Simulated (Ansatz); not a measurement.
**A computed series for CsPbCl3: response to strain**

Take CsPbCl3 in the cubic perovskite structure (space group Pm-3m, No. 221; a = 5.7356 Å) as the base.

Strains are applied to the cell and any free atomic positions relax.

Level of theory: DFT with PBE, PAW potentials and a 420 eV plane-wave cutoff in Ansatz (a quantum-chemistry and plane-wave program), no SOC.

Candidates:
(a) isotropic strain −2.40 %
(b) isotropic strain −1.20 %
(c) isotropic strain −1.80 %
(d) isotropic strain −3.00 %
(e) isotropic strain −0.60 %

Base values:

The band gap comes out as 2.21 eV.

### Question
Order them by band gap, highest first.

### Answer
(e) isotropic strain −0.60 % (2.14 eV), (b) isotropic strain −1.20 % (2.07 eV), (c) isotropic strain −1.80 % (1.99 eV), (a) isotropic strain −2.40 % (1.91 eV), (d) isotropic strain −3.00 % (1.83 eV)

With Pb present, leaving out spin-orbit coupling can change the band edges. Whether these cells are dynamically stable was not tested. Many cubic perovskites are stable only at high temperature; tilts and polar distortions were not tested. This is not the structure that CsPbCl3 has at room temperature and ambient pressure.
